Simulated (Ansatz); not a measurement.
# Input and output of a self-consistent single point for Pt (Fm-3m, 1 atom in the cell) (Ansatz)

Computed with PBEsol, default PAW files made with PBE (plane waves; Ansatz, a first-principles code).

This input was run:

Ansatz 0.2 input:
```yaml
crystal:
  lattice:
    - [0.00000000, 1.95412000, 1.95412000]
    - [1.95412000, 0.00000000, 1.95412000]
    - [1.95412000, 1.95412000, 0.00000000]
  atoms:
    - { symbol: Pt, position: [0.00000000, 0.00000000, 0.00000000] }
basis:
  ecutwfc: 420.0
kpoints:
  mp_grid: { grid: [14, 14, 14] }
hamiltonian:
  xc: pbesol
  pseudopotentials: { kind: paw }
scf:
  occupations: { method: gaussian, width: 0.1 }
output:
  forces: true
  eigenvalues: true
  stress: true
```

Log, with long lists cut:

```
WARN ansatz: RAYON_NUM_THREADS=1 ignored (pool sized by the plan → 1); use --threads N
Pseudopotentials: kind: paw
Pseudopotential: Pt, paw, valence charge 18
Crystal: 1 atoms, lattice volume = 14.924 Å³
Basis set: ecut = 420 eV, 283 PW (Γ), exchange–correlation on 40×40×40 points (8 copies of the dense FFT grid, shifted against one another)
Bands: 13, of which v1, the nominal top of the filled ones, is band 9 counted from 1 (8 counted from 0)
Symmetry: 48 space group operations
Space group: Fm-3m (ITA 225), of the structure as read, at distance tolerance 2.5e-5 Å
k-points: 104 of 2744
PAW frozen core: Pt, regenerated for the run's functional, and the local potential with it
Initial density: superposition of atomic densities (neutral atoms: chi_scale 0, normalization atom), corrected by the library's trained network
Initial wavefunctions: pseudopotential atomic-orbital guess
Eigensolver: davidson
Functional: x = pbesol(κ = 0.804, μ = 0.12345679012345678), c = pbesol(β = 0.046)
SCF iter   1: F=—  HF=-12383.832390 eV  |F-HF|=—  |Δ(HF+E_count)|=         —  Δρ=6.83e-3  dr2=5.01e-3  ethr=1.77e-3  ⟨swp⟩=5.0  Hψ=7485  notcnv=0
all-band conjugate gradients solve this SCF's bands
preconditioner: auto → none
SCF iter   2: F=—  HF=-12383.830875 eV  |F-HF|=—  |Δ(HF+E_count)|=   1.52e-3  Δρ=3.25e-3  dr2=1.05e-3  ethr=2.78e-5  ⟨swp⟩=1.3  Hψ=2290  notcnv=0
SCF iter   3: F=—  HF=-12383.830632 eV  |F-HF|=—  |Δ(HF+E_count)|=   2.43e-4  Δρ=3.78e-4  dr2=9.85e-6  ethr=5.81e-6  ⟨swp⟩=2.0  Hψ=1840  notcnv=0
SCF iter   4: F=—  HF=-12383.830639 eV  |F-HF|=—  |Δ(HF+E_count)|=   7.26e-6  Δρ=7.95e-5  dr2=2.74e-7  ethr=5.47e-8  ⟨swp⟩=2.5  Hψ=2208  notcnv=0
iter 5 did not close the SCF: its close was put off for the readings that it lacked (scf_convergence_deferred on its scf_iter line)
SCF iter   5: F=-12383.830639 eV  HF=-12383.830639 eV  |F-HF|=4.95e-9  |Δ(HF+E_count)|=   1.21e-7  Δρ=9.13e-6  dr2=8.62e-9  ethr=1.52e-9  ⟨swp⟩=2.0  Hψ=2136  notcnv=0
SCF iter   6: F=-12383.830639 eV  HF=-12383.830639 eV  |F-HF|=5.46e-12  |Δ(HF+E_count)|=   1.83e-9  Δρ=6.51e-7  dr2=1.57e-11  ethr=4.79e-11  ⟨swp⟩=2.1  Hψ=4212  notcnv=0
SCF 1 converged in 6 iterations: F = -12383.830639 eV  dr2 = 1.57e-11
SCF converged after 6 iterations
Free energy (F): -12383.830639 eV
Harris-Foulkes:  -12383.830639 eV  (|F-HF|=5.46e-12)
Internal energy: -12383.822690 eV  (E = F + TS)
E sigma→0 (E₀):  -12383.826664 eV
Entropy (-TS):   -0.007949 eV (-7.949 meV/atom)
Fermi energy:    23.545424 eV
--- Per-component energies (eV) ---
  E_band       = -126.865544
  E_kinetic    = 638.379822
  E_local      = -1449.316000  (includes V_loc(G=0)·N_el)
  E_nonlocal   = 202.919570
  E_hartree    = 537.463315
  E_xc         = -260.618320
  E_vxc        = -302.780666  (∫ρ·V_xc dr)
  E_paw        = -9316.334817  (= ΣΔE_a)
  E_vpaw       = -290.994994  (= ΣTr[D̂ρ^β])
  E_aug_tail   = 0.000173  (compensation charges beyond the density's cutoff)
  E_ewald      = -2736.603414
  E_core_change = 0.286981  (= ΣΔE_core)
  E_smearing   = -0.007949  (= −TS)
  E_closure    = 0.000000  (closes the sum)
  Σ components = -12383.830639   (vs F -12383.830639, Δ=0.00e0)
--- Forces (eV/Å), atoms counted from 1 ---
  atom   1  Pt    -0.00000000     0.00000000    -0.00000000
  max |Σ_I F_I| component: 5.75e-32 eV/Å
--- Stress (GPa, compression-positive) ---
        2.090623       0.000000      -0.000000
       -0.000000       2.090623      -0.000000
       -0.000000       0.000000       2.090623
  P = ⅓ Tr σ = 2.0906 GPa (20.906 kbar)
  The stress holds the Pulay correction. Without it, at fixed plane waves, as pw.x and ABINIT print it: P = 2.0254 GPa
--- Band table (eV; the first three rows and the last of 104) ---
  k-point 0: bands = ["-75.0416", "-28.9837", "-28.9837", "-28.9837", "13.1325", "19.6721", "19.6721", "19.6721", "21.8956", "21.8956", "38.0868", "43.0813", "43.0813"]
  k-point 1: bands = ["-75.0399", "-29.0088", "-28.9873", "-28.9873", "13.3405", "19.5791", "19.7547", "19.7547", "21.8496", "21.8496", "38.4083", "42.0523", "43.3986"]
  k-point 2: bands = ["-75.0350", "-29.0788", "-28.9974", "-28.9974", "13.9308", "19.3671", "19.9471", "19.9471", "21.7810", "21.7810", "39.2182", "40.1229", "44.3022"]
  k-point 103: bands = ["-74.9949", "-29.3434", "-29.2807", "-29.1736", "17.6491", "18.3361", "19.5066", "21.6415", "24.0661", "30.7509", "30.9138", "32.6764", "35.6494"]
```

The run converged in 6 iterations.

The starting cell has typed, rounded lattice constants, without a prior relaxation at this level. Its lattice was rescaled by up to half a per cent. Spin-orbit coupling is off. Spin polarisation is off. Ansatz's pressure includes its estimate of the finite-basis (Pulay) stress.
